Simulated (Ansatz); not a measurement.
Base system: BN in the zinc blende structure (space group F-43m, No. 216).

```
CELL_PARAMETERS angstrom
      0.00000     1.81234     1.81234
      1.81234     0.00000     1.81234
      1.81234     1.81234     0.00000
ATOMIC_POSITIONS crystal
  B  0.00000 0.00000 0.00000
  N  0.25000 0.25000 0.25000
```

The values are results of PBE (Ansatz, a first-principles code, PAW, without spin-orbit coupling), not measurements.

Strains are applied to the cell and any free atomic positions relax.

One change was made to it. Results:

The electron mass becomes 0.88 mₑ along k, 0.30 mₑ across (at X) (base: 0.91 mₑ along k, 0.30 mₑ across (at X)); the mean gap deformation potential ΔEg/Δln V is -1.0 eV; the hole mass (degenerate bands, along [100]) changes from 0.50, 0.53, 0.53 mₑ (at Γ) to 0.51, 0.51, 0.53 mₑ (at Γ); the smallest direct gap rises by 0.36 eV (8.79 eV → 9.15 eV).

### Question
Which change produced these results?
(A) isotropic strain −2.50 %
(B) isotropic strain −1.50 %
(C) isotropic strain +1.50 %

### Answer
A, isotropic strain −2.50 %. For comparison, the electron mass in the other runs: isotropic strain −1.50 % gives 0.90 mₑ along k, 0.30 mₑ across (at X); isotropic strain +1.50 % gives 0.94 mₑ along k, 0.30 mₑ across (at X).

Effective masses come from finite differences of ±0.01 Å⁻¹. Along k means along the line from Γ to the band edge. Whether these cells are dynamically stable was not tested.
